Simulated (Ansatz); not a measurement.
Troubleshooting Ansatz (an electronic-structure program): a failed run on Cs2KAuBr6 (Fm-3m, 10 atoms in the cell). The aim is a self-consistent single point with DFT, PBEsol, plane waves, default PAW files made with PBE.

Cell that was meant: a = 8.2560 Å, b = 8.2560 Å, c = 8.2560 Å, α = 60.00°, β = 60.00°, γ = 60.00°.

Part of the input:

Ansatz 0.2 input:
```yaml
  spin_polarized: true
scf:
  occupations: { method: methfessel_paxton, width: 0.2 }
  max_iter: 40
  convergence: { dr2_threshold: 1.0e-22 eV }
output:
  forces: true
  eigenvalues: true
```

Output, abridged:

```
SCF iter   1: F=—  HF=-42131.061642 eV  |F-HF|=—  |Δ(HF+E_count)|=         —  Δρ=2.63e-2 (↑2.63e-2 ↓2.36e-2)  dr2=3.07e1  dr2_m=1.61e-1  M=1.064 μB ∫|m|=1.082 μB  β_m=0.30  ethr=3.10e-3  ⟨swp⟩=10.5  Hψ=2145  notcnv=0
all-band conjugate gradients solve this SCF's bands
preconditioner: auto → Resta (q_TF=auto, 2.122 Å⁻¹)
   [... lines left out ...]
SCF iter  39: F=-42123.932620 eV  HF=-42123.932620 eV  |F-HF|=7.28e-12  |Δ(HF+E_count)|=    0.00e0  S|Δr|=    0.00e0  Δρ=4.46e-12 (↑4.46e-12 ↓4.07e-12)  dr2=2.06e-19  dr2_m=4.09e-20  M=1.069 μB ∫|m|=1.142 μB  β_m=0.93  ethr=1.00e-12  ⟨swp⟩=1.0  [...]
SCF iter  40: F=-42123.932620 eV  HF=-42123.932620 eV  |F-HF|=1.46e-11  |Δ(HF+E_count)|=  7.28e-12  S|Δr|=    0.00e0  Δρ=1.47e-12 (↑1.47e-12 ↓1.43e-12)  dr2=3.27e-20  dr2_m=4.74e-21  M=1.069 μB ∫|m|=1.142 μB  β_m=0.96  ethr=1.00e-12  ⟨swp⟩=1.0  [...]
Error: did not converge after 40 iterations: dr2 = 3.27e-20 (threshold 1.00e-22), under the density mixer `msr1`, which `scf.mixing.algorithm: auto` chose by the deck's other keys (a typed `msr1` with `scf.mixing.negative_modes: turned` turns such directions too, except where a hybrid's exchange operator stays frozen); raise `scf.max_iter`, which need not help a stalled SCF, or adjust the mixing (`scf.mixing`) or, under a smearing, its width (`scf.occupations.width`, in either direction: another width is another result); this SCF holds its density and magnetisation to the symmetry operations that it keeps, and cannot end on a state that breaks one of them: if the state sought [...]
```

Problem. Diagnose the run.

Solution. The fault is a threshold far tighter than needed, beside a limit on iterations. Each further decade of the residual costs iterations, and near the noise of double precision and of the grids the loop may never get there. To fix it, use a threshold that the task needs. The run ended unconverged after 40 iterations.

The sound input it was made from differs as follows (other fixes are possible):
```diff
-  max_iter: 40
-  convergence: { dr2_threshold: 1.0e-22 eV }
```

With that input, the run converged in 14 iterations: free energy E − TS (on the zero of these files) -42123.9326 eV; Fermi level (on the code's own zero) 2.60 eV; pressure -1.52 GPa; largest force (vector length) 0.262 eV/Å; size of the cell's spin moment 1.07 μB (DFT, PBEsol, plane waves, default PAW files made with PBE).

On the sound input: the starting cell comes from a database of computed structures (which also holds hypothetical and non-ambient phases and stackings), without a prior relaxation at this level. With one magnetic atom in the cell only a parallel order is possible. Ansatz's pressure includes its estimate of the finite-basis (Pulay) stress. The run gives no clean gap (levels at the Fermi energy touch, overlap or are partly filled at this smearing), which alone does not show that the compound is a metal.
